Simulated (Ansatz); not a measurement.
A self-consistent single point of BaSn3Au (I4mm, 5 atoms in the cell) with Ansatz (a program for electronic structure).

Level of theory: PBEsol, default PAW files made with PBE (plane waves; Ansatz).

```xyz
5
Lattice="-2.5384 2.5384 5.6437 2.5384 -2.5384 5.6437 2.5384 2.5384 -5.6437" Properties=species:S:1:pos:R:3 pbc="T T T"
Ba     0.0000     0.0000     0.0000
Au     0.0000     0.0000     4.0418
Sn     0.0000     0.0000     6.7768
Sn     2.5384     0.0000     2.8186
Sn     0.0000     2.5384     2.8186
```

Reference input (self-consistent single point, DFT, r2SCAN, plane waves, default PAW files made with PBE): kpoints.mp_grid.grid = 6 6 6; hamiltonian.xc = r2scan; hamiltonian.pseudopotentials = {kind: paw} (the program's default PAW files); scf.occupations.method = gaussian; scf.occupations.width = 0.0073 Ry. This run's input differs from it in these lines:

Ansatz 0.2 input:
```diff
@@ -14,3 +14,3 @@
 hamiltonian:
-  xc: r2scan
+  xc: pbesol
   pseudopotentials: { kind: paw }
```

Output (repeated stretches shortened):

```
SCF iter   1: F=—  HF=-36721.800634 eV  |F-HF|=—  |Δ(HF+E_count)|=         —  Δρ=2.75e-3  dr2=1.25e-2  ethr=1.77e-3  ⟨swp⟩=9.3  Hψ=6048  notcnv=0
all-band conjugate gradients solve this SCF's bands
preconditioner: auto → Kerker (q_TF=auto, 2.421 Å⁻¹)
SCF iter   2: F=—  HF=-36721.797144 eV  |F-HF|=—  |Δ(HF+E_count)|=   3.49e-3  Δρ=1.31e-3  dr2=3.95e-3  ethr=1.76e-5  ⟨swp⟩=2.4  Hψ=2533  notcnv=0
   [... lines left out ...]
SCF iter   5: F=—  HF=-36721.796215 eV  |F-HF|=—  |Δ(HF+E_count)|=   1.18e-5  Δρ=7.06e-5  dr2=1.99e-5  ethr=1.42e-7  ⟨swp⟩=2.2  Hψ=2253  notcnv=0
SCF iter   6: F=—  HF=-36721.796141 eV  |F-HF|=—  |Δ(HF+E_count)|=   7.36e-5  Δρ=2.70e-5  dr2=2.71e-6  ethr=2.80e-8  ⟨swp⟩=2.0  Hψ=2237  notcnv=0
SCF iter   7: F=—  HF=-36721.796140 eV  |F-HF|=—  |Δ(HF+E_count)|=   5.07e-7  Δρ=8.65e-6  dr2=2.32e-7  ethr=3.81e-9  ⟨swp⟩=2.6  Hψ=2340  notcnv=0
SCF iter   8: F=-36721.796140 eV  HF=-36721.796140 eV  |F-HF|=1.38e-8  |Δ(HF+E_count)|=   3.15e-8  Δρ=2.88e-6  dr2=2.29e-8  ethr=1.41e-10  ⟨swp⟩=10.8  Hψ=7224  notcnv=0
SCF 1 converged in 8 iterations: F = -36721.796140 eV  dr2 = 2.29e-8
Free energy (F): -36721.796140 eV
Internal energy: -36721.784304 eV  (E = F + TS)
E sigma→0 (E₀):  -36721.790222 eV
Entropy (-TS):   -0.011837 eV (-2.367 meV/atom)
Fermi energy:    11.056811 eV
--- Forces (eV/Å), atoms counted from 1 ---
  atom   1  Ba    -0.00000000     0.00000000     0.06109454
  atom   2  Au    -0.00000000     0.00000000    -0.02071628
  atom   3  Sn     0.00000000     0.00000000    -0.00544820
  atom   4  Sn    -0.00000000     0.00000000    -0.01748596
  atom   5  Sn     0.00000000    -0.00000000    -0.01748596
--- Stress (GPa, compression-positive) ---
       -2.199539      -0.000000       0.000000
       -0.000000      -2.199539       0.000000
        0.000000       0.000000      -2.596695
  P = ⅓ Tr σ = -2.3319 GPa (-23.319 kbar)
  The stress holds the Pulay correction. Without it, at fixed plane waves, as pw.x and ABINIT print it: P = -2.3605 GPa
```

The run converged in 8 iterations. Against the reference run the pressure goes from -0.84 to -2.33 GPa and the largest force goes from 0.089 to 0.061 eV/Å. The full log also holds: “WARN basis.ecutwfc = 420 eV, the default”.

The starting cell comes from a database of published, mostly measured structures (it also holds non-ambient and calculated ones), without a prior relaxation at this level. Its lattice was rescaled by a random factor within 2.5 % of one. Ansatz's pressure includes its estimate of the finite-basis (Pulay) stress.
